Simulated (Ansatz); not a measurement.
Results of PBEsol (Ansatz, an electronic-structure program, PAW) for Mg2BeN2 (model structure, started from the Ca2ZnN2 type, I4/mmm, No. 139, 5 atoms in the cell).

Settings: plane-wave cutoff 520 eV, 14×14×14 k mesh, Fermi–Dirac smearing 0.01 eV, scalar-relativistic PAW data made under PBE.

Cell (relaxed at this level):

```xyz
5
Lattice="-1.5558 1.5558 5.4904 1.5558 -1.5558 5.4904 1.5558 1.5558 -5.4904" Properties=species:S:1:pos:R:3 pbc="T T T"
Mg     0.0000     0.0000     7.2922
Mg     0.0000     0.0000     3.6885
Be     0.0000     0.0000     0.0000
N      0.0000     0.0000     9.4491
N      0.0000     0.0000     1.5316
```

Question: What does this level give for the band gap, smallest direct gap on the k points sampled and direct gap at Γ?

Answer: 
band gap: 0.95 eV (indirect)
smallest direct gap on the k points sampled: 1.58 eV
direct gap at Γ: 1.58 eV

Note: the relaxation could raise the start's symmetry but not lower it, so the cell can be a saddle point.

The computed numbers hold no vibrational or temperature effects.

Computing time: very roughly 25 core-seconds.

A model structure was made by putting elements into a prototype or built by hand; it is no filed structure, need not be a known phase, and can be a saddle point held by its symmetry.
